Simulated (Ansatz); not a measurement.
**Pressure series in MoTe2**

Take MoTe$_{2}$ (space group P6_3/mmc, No. 194; layered, stacked along the Cartesian z axis) as the base.

```
MoTe2
1.0
    3.49664     0.00000     0.00000
   -1.74832     3.02818     0.00000
    0.00000     0.00000    13.69594
Te Mo
4 2
Direct
  0.66667   0.33333   0.38268
  0.33333   0.66667   0.88268
  0.33333   0.66667   0.61732
  0.66667   0.33333   0.11732
  0.66667   0.33333   0.75000
  0.33333   0.66667   0.25000
```

Cell and atoms are relaxed at each pressure.

All numbers come from PBE-D3(BJ), PAW, 420 eV (Ansatz, a first-principles code; scalar-relativistic without spin-orbit coupling).

```json
[
 {"P (GPa)": "-2.00", "V (Å³/atom)": "25.740"},
 {"P (GPa)": "-1.01", "V (Å³/atom)": "24.796"},
 {"P (GPa)": "0.30", "V (Å³/atom)": "24.012"},
 {"P (GPa)": "0.70", "V (Å³/atom)": "23.817"},
 {"P (GPa)": "1.51", "V (Å³/atom)": "23.468"},
 {"P (GPa)": "5.00", "V (Å³/atom)": "22.302"}
]
```

**Question.** Fit a third-order Birch–Murnaghan equation of state.

**Answer.** Least squares on P(V) = (3B₀/2)[(V₀/V)^(7/3) − (V₀/V)^(5/3)]·[1 + (3/4)(B₀′ − 4)((V₀/V)^(2/3) − 1)] gives V₀ = 24.18 Å³/atom, B₀ = 43 GPa and B₀′ = 9.2.

Load acts through the strain it causes; cell and atoms are relaxed under it. No phonon test of stability was made. Competing high-pressure phases were not computed. The D3 term's C6 switches between coordination references near this geometry, which can add small steps to energies.
